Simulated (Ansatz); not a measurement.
## Carrier properties of AlN under load (space group P6_3mc)

Consider the following.

```
AlN
1.0
    3.10979     0.00000     0.00000
   -1.55489     2.69316     0.00000
    0.00000     0.00000     5.01533
Al N
2 2
Direct
  0.66667   0.33333   0.49973
  0.33333   0.66667   0.99973
  0.66667   0.33333   0.88027
  0.33333   0.66667   0.38027
```

Level of theory: PBEsol with spin-orbit coupling, rigid bands (plane waves, PAW; Ansatz, a quantum-chemistry and plane-wave program). Condition of this run: uniaxial stress zz = -2 GPa (compression positive) (the target of the relaxation). Cell: cell and atoms relaxed with PBEsol, then loaded as said.

- band gap: 4.10 eV
- electron conductivity mass (300 K, dilute): 0.31 (x), 0.31 (y), 0.29 (z) mₑ
- hole conductivity mass (300 K, dilute): 3.8 (x), 3.8 (y), 0.47 (z) mₑ
- effective density of states N_c (300 K): 4.3e18 cm⁻³
- effective density of states N_v (300 K): 6.9e19 cm⁻³
- density-of-states mass, electrons: 0.31 mₑ
- density-of-states mass, holes: 1.96 mₑ
- Seebeck coefficient, n-type 1e19 cm⁻³, 300 K: -156 μV/K
- Seebeck coefficient, p-type 1e19 cm⁻³, 300 K: 387 μV/K
- best p-type power factor at 300 K for τ = 10 fs (best axis; densities from 1e16 to 1e21 cm⁻³ tried, whether or not they can be reached): 15.0 μW/(cm·K²) at 1e20 cm⁻³

Rigid bands; masses and Seebeck coefficients take one relaxation time τ for all states and one kind of carrier; polarons and phonon drag are left out.
